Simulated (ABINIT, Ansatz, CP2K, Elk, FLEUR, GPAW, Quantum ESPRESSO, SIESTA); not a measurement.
**NiSi₂ (Fm-3m, 3 atoms in the cell) computed with different codes at matched settings**

Self-consistent single point, at a second geometry (lattice scaled by 0.98). First geometry:

```
CELL_PARAMETERS angstrom
      0.00000     2.70500     2.70500
      2.70500     0.00000     2.70500
      2.70500     2.70500     0.00000
ATOMIC_POSITIONS crystal
  Si 0.25000 0.25000 0.25000
  Si 0.75000 0.75000 0.75000
  Ni 0.00000 0.00000 0.00000
```

Shared settings, as Ansatz (an electronic-structure program) writes them: kpoints.mp_grid.grid = 11 11 11; scf.occupations.method = fermi_dirac; scf.occupations.width = 0.136 eV. Potentials and cutoffs stand in the table.

```json
[
 {"code": "Ansatz", "model": "PBE, default PAW files", "ΔF from the first geometry (meV/atom)": "39.8", "pressure (GPa)": "13.97", "cutoff": "default"},
 {"code": "Quantum ESPRESSO", "model": "PBE, SSSP 1.1.2 efficiency (PBE) pseudopotentials", "ΔF from the first geometry (meV/atom)": "41.6", "pressure (GPa)": "14.34", "cutoff": "50 Ry"},
 {"code": "CP2K", "model": "PBE, GPW, DZVP-MOLOPT-SR-GTH basis, GTH-PBE potentials (GTH_POTENTIALS)", "ΔF from the first geometry (meV/atom)": "40.6", "pressure (GPa)": "14.19", "cutoff": "grid 600 Ry"},
 {"code": "FLEUR", "model": "PBE, all-electron FLAPW (FLEUR), scalar-relativistic valence", "ΔF from the first geometry (meV/atom)": "42.5", "pressure (GPa)": "–", "cutoff": "Kmax 4 1/bohr"},
 {"code": "GPAW", "model": "PBE, GPAW PAW datasets PBE (gpaw-data 1.0.1)", "ΔF from the first geometry (meV/atom)": "46.8", "pressure (GPa)": "15.68", "cutoff": "800 eV"},
 {"code": "ABINIT", "model": "PBE, norm-conserving pseudopotentials (PseudoDojo nc-sr-05 PBE standard)", "ΔF from the first geometry (meV/atom)": "40.2", "pressure (GPa)": "14.09", "cutoff": "1333 eV"},
 {"code": "SIESTA", "model": "GGA PBE, numerical atomic orbitals DZP, PseudoDojo PBE standard norm-conserving potentials (rewritten from UPF to PSML)", "ΔF from the first geometry (meV/atom)": "33.7", "pressure (GPa)": "12.84", "cutoff": "grid 400 Ry"},
 {"code": "Elk", "model": "PBE, all-electron FP-LAPW, Elk's shipped species files, APW+lo basis with extra local orbitals", "ΔF from the first geometry (meV/atom)": "43.1", "pressure (GPa)": "–", "cutoff": "rgkmax 7.5"}
]
```

A dash marks a value that a program does not give, or that is left out as unsure.

On Ansatz's run: spin polarisation is off.

The spread over the programs that give each value: ΔF from the first geometry within 13.1 meV/atom; pressure within 2.84 GPa.

CP2K and SIESTA use small atom-centred bases, whose incompleteness enters pressures, forces and empty levels differently from a plane-wave cutoff. FLEUR and Elk treat all electrons, but the usual bases taken here (sphere radii, linearisation, local orbitals, empty states) were not tested for convergence, so the values are no reference for the others. Ansatz's pressure is given at a fixed set of plane waves, as the other plane-wave codes print theirs; with its correction for the finite basis it is 14.03 GPa. In the pressure, GPAW (by 1.46) and SIESTA (by 1.38) lie more than 1 GPa from the median of the plane-wave programs.

The starting cell has typed, rounded lattice constants, without a prior relaxation at this level. For this run, on top of that: lattice scaled by 0.98.

Keys are those of Ansatz 0.2.
